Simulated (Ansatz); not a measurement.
Consider interstitial F in 4H silicon carbide, charge state -1. All values below come from PBE, PAW (plane waves to 420 eV; Ansatz, a first-principles code).

Cell of 72 host sites held at the relaxed PBE lattice; the Γ point alone; Fermi-Dirac width 0.01 eV, spin-restricted; finite-size errors left in. Energies are static. The charge state is imposed; whether it is stable for some Fermi level was not computed. Sites that were not tried may lie lower.

Barriers: single points on a 2×2×2 k-point mesh shifted by half a step along c at the bands' geometries (they differ from the bands' own by up to 0.45 eV, and are uncertain by about as much).

Relaxed starting cell (atoms counted from 1):

```xyz
73
Lattice="9.2823 0.0000 0.0000 -4.6411 8.0387 0.0000 0.0000 0.0000 10.1293" Properties=species:S:1:pos:R:3 pbc="T T T"
Si    -0.0236     0.0099     5.0940
Si    -1.5488     2.6516     5.0940
Si    -3.1015     5.3532     5.0752
Si     3.0923     0.0038     5.0752
Si     1.5454     2.6770     5.0580
Si     0.0039     5.3532     5.0752
Si     6.2083     0.0099     5.0940
Si     4.6392     2.6770     5.0580
Si     3.0923     5.3562     5.0580
Si    -0.0032    -0.0019    10.1418
Si    -1.5488     2.6753    10.1418
Si    -3.1112     5.3476    10.1184
Si     3.0923     0.0150    10.1184
Si     1.5412     2.6745    10.1361
Si     0.0136     5.3476    10.1184
Si     6.1878    -0.0019    10.1418
Si     4.6434     2.6745    10.1361
Si     3.0923     5.3611    10.1361
Si     1.5394     0.8926     7.5970
Si    -0.0029     3.5639     7.5971
Si    -1.5488     6.2496     7.6009
Si     4.6453     0.8926     7.5970
Si     3.0923     3.5701     7.5937
Si     1.5501     6.2537     7.5971
Si     7.7335     0.8905     7.6324
Si     6.1875     3.5639     7.5970
Si     4.6346     6.2536     7.5970
Si    -0.0068     1.7808     2.5329
Si    -1.5488     4.4780     2.5339
Si    -3.0830     7.1354     2.5339
Si     3.0923     1.7941     2.5130
Si     1.5543     4.4581     2.5131
Si    -0.0145     7.1355     2.5339
Si     6.1914     1.7808     2.5329
Si     4.6304     4.4580     2.5130
Si     3.0924     7.1486     2.5329
C     -0.0147     0.0048     6.9890
C     -1.5488     2.6619     6.9890
C     -3.0997     5.3542     6.9760
C      3.0923     0.0018     6.9760
C      1.5461     2.6774     6.9607
C      0.0021     5.3542     6.9760
C      6.1994     0.0048     6.9890
C      4.6385     2.6774     6.9608
C      3.0923     5.3554     6.9607
C     -0.0050    -0.0008     1.9046
C     -1.5488     2.6731     1.9046
C     -3.1639     5.3171     1.8421
C      3.0924     0.0759     1.8422
C      1.5417     2.6748     1.9051
C      0.0663     5.3171     1.8422
C      6.1897    -0.0008     1.9046
C      4.6429     2.6748     1.9051
C      3.0923     5.3605     1.9051
C      1.5374     0.8944     9.5014
C     -0.0023     3.5613     9.5014
C     -1.5488     6.2496     9.5138
C      4.6473     0.8944     9.5014
C      3.0923     3.5701     9.5141
C      1.5526     6.2545     9.5014
C      7.7335     0.8905     9.5266
C      6.1870     3.5613     9.5014
C      4.6321     6.2545     9.5014
C     -0.0037     1.7826     4.4547
C     -1.5488     4.3961     4.4991
C     -3.1540     7.1764     4.4991
C      3.0923     1.7875     4.4394
C      1.5486     4.4613     4.4394
C      0.0564     7.1764     4.4990
C      6.1883     1.7826     4.4547
C      4.6361     4.4613     4.4394
C      3.0923     7.1450     4.4547
F     -1.5490     6.2497     3.1878
```
Cell charge -1.

End state 1 differs by these moves (Å; atoms that move under 0.08 Å are left out):

| atom | element | Δx | Δy | Δz |
|---|---|---|---|---|
| 39 | C | -0.07 | -0.04 | 0.05 |
| 40 | C | 0.00 | 0.08 | 0.05 |
| 42 | C | 0.07 | -0.04 | 0.05 |
| 48 | C | 0.06 | 0.04 | 0.05 |
| 49 | C | 0.00 | -0.07 | 0.05 |
| 51 | C | -0.06 | 0.04 | 0.05 |
| 65 | C | 0.00 | 0.00 | -0.11 |
| 66 | C | 0.00 | 0.00 | -0.11 |
| 69 | C | 0.00 | 0.00 | -0.12 |
| 73 | F | 0.00 | 0.00 | 2.54 |

Problem. What is the computed forward and backward barriers to end state 1 (PBE, PAW)?

Solution. forward 3.21 eV, backward 2.71 eV; at the saddle point atom 73 has neighbours 3 C at 2.03; 3 Si at 1.90 Å. The program found a first-order saddle point.

End state 2 differs by these moves (Å; atoms that move under 0.08 Å are left out):

| atom | element | Δx | Δy | Δz |
|---|---|---|---|---|
| 47 | C | -0.07 | -0.03 | -0.06 |
| 48 | C | 0.06 | 0.04 | 0.06 |
| 49 | C | 0.00 | -0.08 | 0.06 |
| 50 | C | 0.07 | -0.04 | -0.06 |
| 51 | C | -0.07 | 0.12 | 0.00 |
| 65 | C | -0.06 | 0.10 | 0.00 |
| 68 | C | 0.05 | 0.04 | 0.06 |
| 69 | C | -0.06 | -0.03 | -0.06 |
| 73 | F | 1.55 | -2.68 | 0.00 |

Problem. What forward and backward barriers to end state 2 does PBE, PAW give?

Solution. forward 3.34 eV, backward 3.34 eV; at the saddle point atom 73 has neighbours C at 1.95; Si at 1.61, Si at 2.11 Å. The program found a first-order saddle point.
